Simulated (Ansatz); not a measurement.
A computed series for Mg: element substitutions

The reference is Mg in the hcp (Mg type) structure (space group P6_3/mmc, No. 194; a = 3.166 Å, c = 5.188 Å).

Each row replaces one element on all its sites; cell and atoms are relaxed.

The values are results of Kohn–Sham DFT with the PBEsol functional, run in Ansatz (a quantum-chemistry and plane-wave program) with PAW and 420 eV plane waves, scalar-relativistic without spin-orbit coupling, earlier PAW set, not measurements.

For the base:

```
Property            Value
---------------  --------
Volume per atom  22.52 Å³
```

Problem. The aim is a volume per atom between 50.87 Å³ and 53.64 Å³. Which of these changes reaches it?
A) Mg → Be
B) Mg → Ca
C) Mg → Sr
D) Mg → Ba

Solution. C, Mg → Sr. It gives 52.34 Å³; Mg → Ca gives 40.76 Å³; Mg → Ba gives 57.92 Å³; Mg → Be gives 7.83 Å³. Changes not listed may reach it too

Whether these cells are dynamically stable was not tested. As relaxed here, Ba is a hypothetical phase, not in the database extracts checked. This is not the structure that Ca has at room temperature and ambient pressure. This is not the structure that Sr has at room temperature and ambient pressure.
